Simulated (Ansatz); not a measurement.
A self-consistent single point of AlH2Pb3OF9 (P1, 32 atoms in the cell) with Ansatz (a program for electronic structure).

Method of the run: LDA (PW92), default PAW files made with PBE (plane waves; Ansatz).

The change in words: lattice scaled by 1.015; basis.ecutwfc: 30.9 Ry → 18.4 Ry. Reference geometry:
```
AlH2Pb3OF9
1.0
    5.66370     0.00000     0.00000
   -0.06992     5.86548     0.00000
   -0.89062    -1.93787    12.52380
Pb Al F O H
6 2 18 2 4
Direct
  0.30899   0.11889   0.36473
  0.69640   0.88104   0.63091
  0.75579   0.04810   0.11782
  0.24300   0.94578   0.87954
  0.28083   0.51603   0.11973
  0.73243   0.49369   0.88428
  0.79839   0.61771   0.30952
  0.21114   0.38609   0.68646
  0.03617   0.77908   0.27324
  0.95681   0.23581   0.73223
  0.72229   0.51592   0.16524
  0.26782   0.49138   0.83490
  0.85334   0.71658   0.44419
  0.15443   0.27055   0.55524
  0.52374   0.47693   0.32969
  0.47147   0.51600   0.67500
  0.61399   0.86573   0.28185
  0.38077   0.13058   0.71392
  0.95915   0.35725   0.31450
  0.02498   0.63451   0.68251
  0.48777   0.24438   0.99799
  0.49174   0.75447   0.00646
  0.00767   0.24609   0.99588
  0.99682   0.74917   0.00731
  0.30140   0.13375   0.17439
  0.69897   0.88172   0.82758
  0.65774   0.22060   0.51088
  0.34298   0.78037   0.49039
  0.60377   0.33982   0.55541
  0.41419   0.65087   0.44185
  0.81869   0.25478   0.50462
  0.18629   0.74633   0.49176
```

Reference input (self-consistent single point, DFT, LDA (PW92), plane waves, default PAW files made with PBE): basis.ecutwfc = 30.9 Ry; kpoints.mp_grid.grid = 3 3 2; hamiltonian.xc = lda; hamiltonian.pseudopotentials = {kind: paw} (the program's default PAW files); scf.occupations.method = fermi_dirac; scf.occupations.width = 0.0073 Ry. This run's input differs from it in these lines:

Ansatz 0.2 input:
```diff
@@ -2,5 +2,5 @@
   lattice:
-    - [5.663700, 0.000000, 0.000000]
-    - [-0.069923, 5.865483, 0.000000]
-    - [-0.890617, -1.937866, 12.523803]
+    - [5.748656, 0.000000, 0.000000]
+    - [-0.070972, 5.953465, 0.000000]
+    - [-0.903976, -1.966934, 12.711660]
   atoms:
@@ -39,3 +39,3 @@
 basis:
-  ecutwfc: 30.9 Ry
+  ecutwfc: 18.4 Ry
 kpoints:
```

Output, abridged:

```
SCF iter   1: F=—  HF=-86064.211355 eV  |F-HF|=—  |Δ(HF+E_count)|=         —  Δρ=9.39e-2  dr2=1.43e1  ethr=1.77e-3  ⟨swp⟩=6.0  Hψ=5871  notcnv=0  defer=77
all-band conjugate gradients solve this SCF's bands
preconditioner: auto → Resta (q_TF=auto, 2.457 Å⁻¹)
SCF iter   2: F=—  HF=-86059.350054 eV  |F-HF|=—  |Δ(HF+E_count)|=    4.86e0  Δρ=2.28e-2  dr2=1.04e0  ethr=1.77e-3  ⟨swp⟩=2.0  Hψ=2956  notcnv=0  defer=234
   [... lines left out ...]
SCF iter   7: F=—  HF=-86059.077541 eV  |F-HF|=—  |Δ(HF+E_count)|=   4.25e-5  Δρ=4.85e-5  dr2=8.59e-6  ethr=6.46e-8  ⟨swp⟩=2.0  Hψ=2266  notcnv=0  defer=234
SCF iter   8: F=—  HF=-86059.077819 eV  |F-HF|=—  |Δ(HF+E_count)|=   2.78e-4  Δρ=1.78e-5  dr2=1.56e-6  ethr=3.70e-9  ⟨swp⟩=2.0  Hψ=2559  notcnv=0  defer=234
SCF iter   9: F=—  HF=-86059.077819 eV  |F-HF|=—  |Δ(HF+E_count)|=   1.40e-7  Δρ=1.36e-5  dr2=5.76e-7  ethr=6.71e-10  ⟨swp⟩=2.0  Hψ=2404  notcnv=0  defer=234
SCF iter  10: F=-86059.077819 eV  HF=-86059.077819 eV  |F-HF|=1.36e-8  |Δ(HF+E_count)|=   1.19e-7  Δρ=2.91e-6  dr2=2.88e-8  ethr=4.31e-11  ⟨swp⟩=12.7  Hψ=9767  notcnv=0
SCF 1 converged in 10 iterations: F = -86059.077819 eV  dr2 = 2.88e-8
Free energy (F): -86059.077819 eV
Internal energy: -86059.077819 eV  (E = F + TS)
E sigma→0 (E₀):  -86059.077819 eV
Fermi energy:    5.806572 eV
--- Forces (eV/Å), atoms counted from 1 ---
  atom   1  Pb     0.06297620    -0.08699194    -0.80390460
  atom   2  Pb    -0.10609646     0.22946969     1.04174868
  atom   3  Pb    -0.06066263     0.23264667    -0.26795145
  atom   4  Pb     0.07530681     0.10501845     0.22184625
  atom   5  Pb    -0.00802538    -0.40999106    -0.27568843
   [... 23 lines left out ...]
  atom  29  H     -1.48591349     2.25283335     2.46362334
  atom  30  H     -0.66708191     0.86453294     0.31276133
  atom  31  H      1.16927789     0.25449284    -0.16033157
  atom  32  H     -2.96587627    -0.80833314     0.07566301
--- Stress (GPa, compression-positive) ---
       -4.215619       1.594670      -0.505801
        1.594670      -5.578741       0.363993
       -0.505801       0.363993      -5.256448
  P = ⅓ Tr σ = -5.0169 GPa (-50.169 kbar)
  The stress holds the Pulay correction. Without it, at fixed plane waves, as pw.x and ABINIT print it: P = -114.3313 GPa
```

The run converged in 10 iterations. Against the reference run the free energy goes up by 1.95 eV/atom, the pressure goes from -2.74 to -5.02 GPa, the largest force goes from 5.153 to 3.804 eV/Å and the gap on the mesh goes from 4.857 to 4.831 eV.

The starting cell comes from a database of published, mostly measured structures (it also holds non-ambient and calculated ones), without a prior relaxation at this level. Its atoms were displaced at random from the sites of space group no. 2. For this run, on top of that: lattice scaled by 1.015. Spin-orbit coupling is off. Forces in this geometry exceed 1 eV/Å. Ansatz's pressure includes its estimate of the finite-basis (Pulay) stress. Without the estimate this run gives -114.33 GPa. The cutoff lies below the one recommended for these files.

Cost on one core of a shared machine: roughly 30 s.
